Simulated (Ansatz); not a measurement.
The starting structures come from a database of crystals and need not be the phases stable at ambient conditions.

By PBEsol, the system below comes out a metal.

Input:

```
Ru2Si
1.0
    4.01014     0.00000     0.00000
    0.00000     5.27355     0.00000
    0.00000     0.00000     7.39776
Si Ru
4 8
Cartesian
  3.00760   1.58017   6.67463
  1.00253   3.69338   0.72313
  1.00253   1.05661   2.97575
  3.00760   4.21694   4.42201
  1.00253   2.70987   5.82781
  3.00760   2.56368   1.56995
  3.00760   5.20046   2.12893
  1.00253   0.07309   5.26883
  3.00760   4.39556   6.91446
  1.00253   0.87799   0.48330
  1.00253   3.51477   3.21558
  3.00760   1.75878   4.18218
```

Space group of this cell: Pnma. The cell is taken as given; by PBEsol its mean pressure is -3.6 GPa.

The current flows along the normal of the first two printed cell vectors. No spin-orbit coupling; the value is a mean over 0.1 eV about the Fermi level.

Task: Compute, with PBEsol run with Ansatz (an electronic-structure program), the ballistic conductance per area.

Result: 0.55 × 10¹⁵ S/m² for both spins.
